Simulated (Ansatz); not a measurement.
Base system: ZnO in the wurtzite structure (space group P6_3mc, No. 186; a = 3.2352 Å, c = 5.2114 Å).

The change: S takes the place of O on all its sites, then cell and atoms are relaxed.

Levels (all Ansatz, a first-principles code, PAW): r2SCAN (500 eV, scalar-relativistic without spin-orbit coupling); HSE06 (420 eV, spin-orbit coupling left out).

The geometry is relaxed with r2SCAN.

- r2SCAN lowest conduction level above the VBM at special points: Γ 2.78 eV; L 3.95 eV; M 4.04 eV

Task: Predict the lowest conduction level above the VBM at special points from HSE06.

Result: The lowest conduction level above the VBM at special points becomes Γ 3.44 eV; L 4.68 eV; M 4.78 eV (r2SCAN: Γ 2.78 eV; L 3.95 eV; M 4.04 eV).

Single points use the geometry relaxed with r2SCAN. The levels and masses belong to the bands next to the band gap. Whether these cells are dynamically stable was not tested.
